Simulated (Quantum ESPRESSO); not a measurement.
Variants of one calculation on Si2Mo (I4/mmm, 3 atoms in the cell)

```
CELL_PARAMETERS angstrom
     -1.62744     1.62744     3.96984
      1.62744    -1.62744     3.96984
      1.62744     1.62744    -3.96984
ATOMIC_POSITIONS crystal
  Si 0.66457 0.66457 0.00000
  Si 0.33543 0.33543 0.00000
  Mo 0.00000 0.00000 0.00000
```

Base run A: Quantum ESPRESSO with PBE, PSlibrary ultrasoft (PBE) pseudopotentials, self-consistent single point.

Its settings: ecutwfc = 55 Ry; ecutrho = 330 Ry; occupations = smearing; smearing = marzari-vanderbilt; degauss = 0.0073499 Ry; potentials = {Si: Si.pbe-n-rrkjus_psl.1.0.0.UPF, Mo: Mo.pbe-spn-rrkjus_psl.1.0.0.UPF}; K_POINTS = automatic 10 10 10 1 1 1; conv_thr = 1e-11 Ry.

The starting cell comes from a database of computed structures (which also holds hypothetical and non-ambient phases and stackings), without a prior relaxation at this level. Its lattice was rescaled by a random factor within 2.5 % of one. Spin polarisation is off. In the base run, with a pressure of about -6 GPa the cell is away from its equilibrium volume at this level.

ΔF is the free energy per atom less that of run A. A dash stands where there is no value to compare (another energy zero or no entropy term, no result, no spin, no clean gap, or a mesh too coarse for one). Absolute energies have different zeros for different potentials, functionals, Hubbard and dispersion terms and are not compared across them.

Run A gave: pressure (GPa) -6.46; largest force (eV/Å) 0.043; k-points 99.

Runs:
- B: degauss: 0.0073499 Ry → 0.02205 Ry
- C: conv_thr: 1e-11 Ry → 7.3e-12 Ry
- D: ecutrho: 330 Ry → 220 Ry
- E: K_POINTS: automatic 10 10 10 1 1 1 → automatic 13 13 13 1 1 1
- F: degauss: 0.0073499 Ry → 0.02205 Ry; K_POINTS: automatic 10 10 10 1 1 1 → automatic 8 8 8 1 1 1
- G: ecutwfc: 55 Ry → 80 Ry; ecutrho: 330 Ry → default; pseudopotentials: {Si: Si.pbe-n-rrkjus_psl.1.0.0.UPF, Mo: Mo.pbe-spn-rrkjus_psl.1.0.0.UPF} → {Si: Si.upf, Mo: Mo.upf}
- H: lattice scaled by 1.015
- I: startingwfc: default → random
- J: mixing_beta: default → 0.1

Q: What does run F change against A?

A: The free energy rises by 1.0 meV/atom, the pressure moves little (-6.46 to -6.53 GPa) and the largest force goes from 0.043 to 0.029 eV/Å.

Q: What does run E change against A?

A: The free energy hardly moves (within 1 meV/atom), the pressure moves little (-6.46 to -6.47 GPa) and the largest force goes from 0.043 to 0.015 eV/Å.

```
run  ΔF (meV/atom)  pressure (GPa)  largest force (eV/Å)  k-points
---  -------------  --------------  --------------------  --------
A             0.00           -6.46                 0.043        99
B             1.00           -6.53                 0.015        99
C             0.00           -6.46                 0.043        99
D            -0.27           -6.47                 0.043        99
E            -0.34           -6.47                 0.015       196
F             1.01           -6.53                 0.029        56
G                –           -5.91                 0.041        99
H             38.9          -13.69                 0.139        99
I             0.00           -6.46                 0.043        99
J             0.00           -6.46                 0.043        99
```
